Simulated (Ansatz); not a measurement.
**GeSiC2 (model structure, started from the AlGaN2 type, P-4m2, No. 115, 4 atoms in the cell)**

The numbers are results of PBE0 in Ansatz (PAW), not measurements.

Settings: plane-wave cutoff 460 eV, 8×8×6 k mesh (along the axes of the cell as run), Fermi–Dirac smearing 0.01 eV, scalar-relativistic PAW data made under PBE.

Cell (relaxed with PBEsol):

Space group P-4m2 (No. 115); a = b = 3.1558 Å, c = 4.4531 Å, α = β = γ = 90.00°

| atom | site | symmetry | x | y | z |
|---|---|---|---|---|---|
| Ge | 1c | -4m2 | 0.5000 | 0.5000 | 0.5000 |
| Si | 1a | -4m2 | 0.0000 | 0.0000 | 0.0000 |
| C | 2g | 2mm. | 0.0000 | 0.5000 | 0.2364 |

```json
{
 "band_gap": "3.01 eV (on the SCF k mesh) (indirect)",
 "smallest_direct_gap_on_the_k_points_sampled": "3.33 eV"
}
```

Note: the relaxation could raise the start's symmetry but not lower it, so the cell can be a saddle point; cell and atoms aren't relaxed at this level (largest force component 0.03 eV/Å, pressure -1.0 GPa).

Spin–orbit coupling is not included.

Computing time: about 2.7 core-minutes (a rough figure).

A model structure was made by putting elements into a prototype or built by hand; it is no filed structure, need not be a known phase, and can be a saddle point held by its symmetry.

Ansatz is a first-principles code.
